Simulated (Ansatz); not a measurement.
WMo3 (model structure, started from the A15 type, Pm-3n, No. 223, 8 atoms in the cell), treated with LDA (plane waves, PAW; Ansatz, a program for electronic structure).

Numerical settings: plane-wave cutoff 520 eV, 12×12×12 k mesh, Fermi–Dirac smearing 0.05 eV, no spin polarisation, scalar-relativistic PAW data made under PBE.

Cell (relaxed at this level):

Mo₃W has the cubic space group Pm-3n (No. 223), the A15 (Cr3Si type) structure, Pearson symbol cP8. Conventional cell: a = 4.975 Å, b = 4.975 Å, c = 4.975 Å, α = 90.00°, β = 90.00°, γ = 90.00°. Mo on 6c is surrounded by 2 Mo at 2.488 Å and 8 Mo at 3.047 Å and 4 W at 2.781 Å. W on 2a has 12 Mo at 2.781 Å. (Neighbours: up to the widest gap in distance over summed covalent radii, below 1.35, at either atom.)

Predict the bulk modulus.


* **bulk modulus**: 296 GPa

Note: the run has no spin polarisation, so it can have missed a magnetic state; the bulk modulus is −V dP/dV from two relaxed cells at ±2 % in volume; the relaxation could raise the start's symmetry but not lower it, so the cell can be a saddle point.

Spin–orbit coupling is not included.

Static lattice: no zero-point or thermal effects.

Cost on a shared machine: about 5 core-minutes (a rough figure).

A model structure was made by putting elements into a prototype or built by hand; it is no filed structure, need not be a known phase, and can be a saddle point held by its symmetry.
